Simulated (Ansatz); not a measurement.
System: Sr₂TaNO₃ (Immm, No. 71, 7 atoms in the cell; start mp-1218704). Method: r²SCAN in Ansatz (plane waves, PAW).

Numerical settings: plane-wave cutoff 560 eV, 12×12×12 k mesh, Fermi–Dirac smearing 0.01 eV, scalar-relativistic PAW data made under PBE.

Cell (relaxed at this level):

```xyz
7
Lattice="-2.0021 2.0270 6.3315 2.0021 -2.0270 6.3315 2.0021 2.0270 -6.3315" Properties=species:S:1:pos:R:3 pbc="T T T"
Sr     0.0000     0.0000     8.1711
Sr     0.0000     0.0000     4.4919
Ta     0.0000     0.0000     0.0000
N      0.0000     2.0270     0.0000
O      0.0000     0.0000    10.6304
O      0.0000     0.0000     2.0325
O      2.0021     0.0000     0.0000
```

Give the computed band gap.


- band gap = 1.07 eV

Spin–orbit coupling is not included.

The computed numbers hold no vibrational or temperature effects.

The result took around 4 core-minutes (rough).

A start named mp-… is a Materials Project structure, which need not be a measured phase.

Ansatz is an electronic-structure program.
